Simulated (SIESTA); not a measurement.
Worked example: self-consistent single point of Ga2Cu (P4/mmm, 3 atoms in the cell) in SIESTA.

Method of the run: GGA PBEsol, numerical atomic orbitals DZP, PseudoDojo PBEsol standard norm-conserving potentials (rewritten from UPF to PSML) run with SIESTA.

```
Ga2Cu
1.0
    2.79944     0.00000     0.00000
    0.00000     2.79944     0.00000
    0.00000     0.00000     5.80334
Ga Cu
2 1
Cartesian
  1.39972   1.39972   1.65001
  1.39972   1.39972   4.15333
  0.00000   0.00000   0.00000
```

Reference input (self-consistent single point, DFT, LDA PW92, numerical atomic orbitals DZP, PseudoDojo LDA standard norm-conserving potentials (rewritten from UPF to PSML)): XC.functional = LDA; XC.authors = PW92; potentials = PseudoDojo LDA standard; PAO.BasisSize = DZP; PAO.EnergyShift = 0.005 Ry; MeshCutoff = 400 Ry; kgrid.MonkhorstPack = 8 8 4; OccupationFunction = MP; OccupationMPOrder = 0; ElectronicTemperature = 1578.21 K; MaxSCFIterations = 150; SCF.Mixer.Method = Pulay. This run's input differs from it in these lines:

```diff
@@ -1,2 +1,2 @@
-# files in the folder: Ga.psml Cu.psml (PseudoDojo LDA standard)
+# files in the folder: Ga.psml Cu.psml (PseudoDojo PBEsol standard)
 SystemName  Ga2Cu
@@ -23,4 +23,4 @@
 
-XC.functional                LDA
-XC.authors                   PW92
+XC.functional                GGA
+XC.authors                   PBEsol
 PAO.BasisSize                DZP
```

Output, abridged:

```
        iscf     Eharris(eV)        E_KS(eV)     FreeEng(eV)     dDmax    Ef(eV) dHmax(eV)
   scf:    1    -8976.523688    -9204.403326    -9204.442728  1.924405 -0.361124 75.515666
   scf:    2    -9232.136944    -9296.467733    -9296.484049  0.986142 -3.751057 25.529565
   scf:    3    -9313.743369    -9306.501603    -9306.508489  0.837033 -3.727745 11.969502
   scf:    4    -9310.081051    -9309.262633    -9309.270566  0.383667 -3.721208  1.286332
   scf:    5    -9307.921420    -9308.832735    -9308.840400  0.242253 -3.698430  5.018391
   [... 3 lines left out ...]
   scf:    9    -9309.305524    -9309.305805    -9309.314189  0.008990 -3.808966  0.058778
   scf:   10    -9309.305789    -9309.305858    -9309.314223  0.001861 -3.807216  0.037932
   scf:   11    -9309.305870    -9309.305873    -9309.314246  0.000746 -3.807955  0.000459
   scf:   12    -9309.305873    -9309.305873    -9309.314246  0.000009 -3.807965  0.000045
SCF Convergence by DM+H criterion
max |DM_out - DM_in|         :     0.0000085544
max |H_out - H_in|      (eV) :     0.0000452267
SCF cycle converged after 12 iterations

Using DM_out to compute the final energy and forces

siesta: E_KS(eV) =            -9309.3059

siesta: E_KS - E_eggbox =     -9309.3059

siesta: Atomic forces (eV/Ang):
     1   -0.000000   -0.000000    0.055652
     2   -0.000000   -0.000000   -0.055653
     3   -0.000000   -0.000000    0.000000
   Tot   -0.000000   -0.000000   -0.000000
   Max    0.055653
   Res    0.026235    sqrt( Sum f_i^2 / 3N )
   Max    0.055653    constrained

Stress tensor Voigt[x,y,z,yz,xz,xy] (kbar):        2.51        2.51        6.97       -0.00       -0.00       -0.00
(Free)E + p*V (eV/cell)    -9309.4276
Target enthalpy (eV/cell)    -9309.3142

   [... lines left out ...]
siesta: FreeEng =     -9309.314246
   [... lines left out ...]
siesta:     0.001564   -0.000000   -0.000000
siesta:    -0.000000    0.001564   -0.000000
siesta:    -0.000000   -0.000000    0.004349

siesta: Cell volume =         45.479988 Ang**3

siesta: Pressure (static):
siesta:                Solid            Molecule  Units
siesta:          -0.00002715         -0.00001603  Ry/Bohr**3
siesta:          -0.00249266         -0.00147158  eV/Ang**3
siesta:          -3.99368628         -2.35772891  kBar
```

The run converged in 12 iterations. Against the reference run the pressure goes from -4.41 to -0.40 GPa and the largest force moves little (0.057 to 0.056 eV/Å).

The starting cell comes from a database of computed structures (which also holds hypothetical and non-ambient phases and stackings), without a prior relaxation at this level. Spin polarisation is off. Values carry the incompleteness of an atom-centred basis.

Cost on one core of a shared machine: roughly 60 s.
